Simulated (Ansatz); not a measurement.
## Effect of Se on a Zr site (antisite), symmetric start on ZrSe2

Take a 9-atom supercell of ZrSe2 in the CdI2 type structure (space group P-3m1, No. 164; a = 3.735 Å, c = 6.032 Å; layered, stacked along the Cartesian z axis) at its relaxed geometry as the base.

Now apply this change: one Zr atom is replaced by Se, atoms relaxed at fixed cell.

Method: PBE-D3(BJ) in Ansatz (plane waves to 420 eV, PAW, no SOC). k-mesh 7×7×7 (Γ-centred); smearing 0.05 eV (Fermi–Dirac).

```tsv
quantity	base	changed	shift
pressure	0.0 GPa	0.6 GPa	+0.6 GPa
energy gained by relaxation	–	0.03 eV	–
largest displacement of a host atom from its site in the perfect cell	–	0.05 Å	–
mean distance from the defect site to its nearest host atoms	268 pm	264 pm	-4 pm
```

The cell is small, so the values are those of an ordered compound at a high defect concentration; dilute-limit values will differ. The defect started on the symmetric site and kept its symmetry, so it may sit on a saddle. The final runs are not spin-polarised. The defect cell is not spin-polarised.

Ansatz is a first-principles code.
